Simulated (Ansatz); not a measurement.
Input and output of a self-consistent single point for Cs₂PdCl₄ (P4mm, 7 atoms in the cell) (Ansatz, an electronic-structure program).

Computed with LDA (PW92), default PAW files made with PBE (plane waves; Ansatz).

```
Cs2PdCl4
1.0
    7.53176     0.00000     0.00000
    0.00000     7.53176     0.00000
    0.00000     0.00000     4.68752
Cs Pd Cl
2 1 4
Direct
  0.00000   0.50000   0.50000
  0.50000   0.00000   0.50000
  0.00000   0.00000   0.01067
  0.21866   0.21866   0.00000
  0.78134   0.78134   0.00000
  0.78134   0.21866   0.00000
  0.21866   0.78134   0.00000
```

Reference input (self-consistent single point, DFT, LDA (PW92), plane waves, default PAW files made with PBE): basis.ecutwfc = 420 eV; kpoints.mp_grid.grid = 3 3 4; hamiltonian.xc = lda; hamiltonian.pseudopotentials = {kind: paw} (the program's default PAW files); scf.occupations.method = fixed. This run's input differs from it in these lines:

Ansatz 0.2 input:
```diff
@@ -14,3 +14,3 @@
 basis:
-  ecutwfc: 420.0 eV
+  ecutwfc: 210.0 eV
 kpoints:
```

Output, abridged:

```
SCF iter   1: F=—  HF=-22031.113246 eV  |F-HF|=—  |Δ(HF+E_count)|=         —  Δρ=3.77e-2  dr2=2.28e0  ethr=1.77e-3  ⟨swp⟩=5.1  Hψ=1225  notcnv=0  defer=41
all-band conjugate gradients solve this SCF's bands
preconditioner: auto → Resta (q_TF=auto, 2.152 Å⁻¹)
SCF iter   2: F=—  HF=-22030.357705 eV  |F-HF|=—  |Δ(HF+E_count)|=   7.56e-1  Δρ=1.43e-2  dr2=7.19e-1  ethr=1.77e-3  ⟨swp⟩=2.0  Hψ=729  notcnv=0  defer=42
   [... lines left out ...]
SCF iter   5: F=—  HF=-22030.199239 eV  |F-HF|=—  |Δ(HF+E_count)|=   4.63e-4  Δρ=2.08e-4  dr2=7.55e-5  ethr=3.17e-6  ⟨swp⟩=2.0  Hψ=639  notcnv=0  defer=42
SCF iter   6: F=—  HF=-22030.199263 eV  |F-HF|=—  |Δ(HF+E_count)|=   2.33e-5  Δρ=2.97e-5  dr2=6.47e-6  ethr=1.18e-7  ⟨swp⟩=1.0  Hψ=351  notcnv=0  defer=36
SCF iter   7: F=—  HF=-22030.199264 eV  |F-HF|=—  |Δ(HF+E_count)|=   1.44e-6  Δρ=8.87e-6  dr2=4.25e-7  ethr=1.01e-8  ⟨swp⟩=2.0  Hψ=462  notcnv=0  defer=37
SCF iter   8: F=-22030.199264 eV  HF=-22030.199264 eV  |F-HF|=8.99e-9  |Δ(HF+E_count)|=   3.19e-7  Δρ=2.40e-6  dr2=4.94e-8  ethr=1.56e-10  ⟨swp⟩=13.9  Hψ=1985  notcnv=0
SCF 1 converged in 8 iterations: F = -22030.199264 eV  dr2 = 4.94e-8
Free energy (F): -22030.199264 eV
Internal energy: -22030.199264 eV  (E = F + TS)
E sigma→0 (E₀):  -22030.199264 eV
Fermi energy:    1.743328 eV
--- Forces (eV/Å), atoms counted from 1 ---
  atom   1  Cs     0.00000000     0.00000000    -0.00064502
  atom   2  Cs     0.00000000     0.00000000    -0.00064502
  atom   3  Pd    -0.00000000     0.00000000    -0.26462646
  atom   4  Cl    -0.53593452    -0.53593452     0.06648673
  atom   5  Cl     0.53593452     0.53593452     0.06648673
  atom   6  Cl     0.53593452    -0.53593452     0.06648673
  atom   7  Cl    -0.53593452     0.53593452     0.06648673
--- Stress (GPa, compression-positive) ---
       -3.531157       0.000000       0.000000
        0.000000      -3.531157       0.000000
        0.000000       0.000000      -1.413915
  P = ⅓ Tr σ = -2.8254 GPa (-28.254 kbar)
  The stress holds the Pulay correction. Without it, at fixed plane waves, as pw.x and ABINIT print it: P = -31.6928 GPa
```

The run converged in 8 iterations. Against the reference run the free energy rises by 1.44 eV/atom, the pressure goes from -2.41 to -2.83 GPa, the largest force goes from 0.542 to 0.761 eV/Å and the gap on the mesh goes from 1.755 to 1.659 eV.

The starting cell comes from a database of computed structures (which also holds hypothetical and non-ambient phases and stackings), without a prior relaxation at this level. Its lattice was rescaled by up to half a per cent. One atom was moved a little off its site on purpose. Ansatz's pressure includes its estimate of the finite-basis (Pulay) stress. Without the estimate this run gives -31.69 GPa. The cutoff lies below the one recommended for these files.
